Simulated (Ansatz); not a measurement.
Structures of equal composition on the (000-1) surface of 4H silicon carbide (C plane on top): (√3x√3)R30° Ge adatom at H3; (√3x√3)R30° Ge adatom at T4. The slabs share one bottom face, and each structure is named by its start. These are constructed structures in small cells; real faces may alloy, dewet or reconstruct in larger ones, and not all known structures of the face are among them. Slabs of about 11 Å, Fermi-Dirac smearing of 0.025 eV. Bottom of the slabs: H caps. Relaxed from the named starts with such symmetry as they have, on meshes of like density; energies extrapolated to zero smearing; spin only where a row says so; no spin-orbit coupling, no U. Brackets mark spin-polarised runs, whose order is one that fits the cell. Where a second, spin-polarised start was run, the lower counts.

Level of theory: r2SCAN, at the PBE geometry (plane waves to 500 eV, PAW; Ansatz, a first-principles code).

### Question
Rank these by energy per 1x1 cell (lowest first), as r2SCAN, at the PBE geometry gives it.

### Answer
(√3x√3)R30° Ge adatom at H3 (0.000 eV [spin, 1.0 μB a cell], gap 0.49 eV on the mesh), (√3x√3)R30° Ge adatom at T4 (0.032 eV [spin, 1.0 μB a cell], gap 0.38 eV on the mesh)
